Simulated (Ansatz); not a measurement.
The starting structures come from a database of crystals and need not be the phases stable at ambient conditions.

 Where the default PAW files enter, the runs use the earlier of Ansatz's two default sets.

# Evanescent states of Y₂ZnS₄ (Fd-3m, spinel, not sure to be the ambient phase, 14 atoms a cell, 24.0 Å³ an atom) along the normal of (111)

Calculation: r2SCAN (plane waves, PAW; Ansatz, a first-principles code).

No gap correction and no spin-orbit coupling; mid-gap values are interpolated between computed energies.

Energies count from the valence-band top; κ is the least over a 6×6 mesh across the current.

```
E (eV)  κ (1/Å)  where
------  -------  -----
0.04      0.046      Γ
0.10      0.078      Γ
0.17      0.099      Γ
0.24      0.114      Γ
0.32      0.126      Γ
0.39      0.134      Γ
0.46      0.140      Γ
0.53      0.143      Γ
0.59      0.144      Γ
0.67      0.142      Γ
0.73      0.137      Γ
0.81      0.129      Γ
0.88      0.117      Γ
0.94      0.102      Γ
1.01      0.081      Γ
1.08      0.048      Γ
```

**Question.** How thick must the barrier be to attenuate the transmission by 10^6 when the electrodes' Fermi level lies at 0.32 eV, and what attenuation does that film give at 0.53 eV?

**Answer.** d = 6 ln 10 / (2 × 0.126) = 54.8 Å. At 0.53 eV it gives 6 × 0.143/0.126 = 6.8 decades.
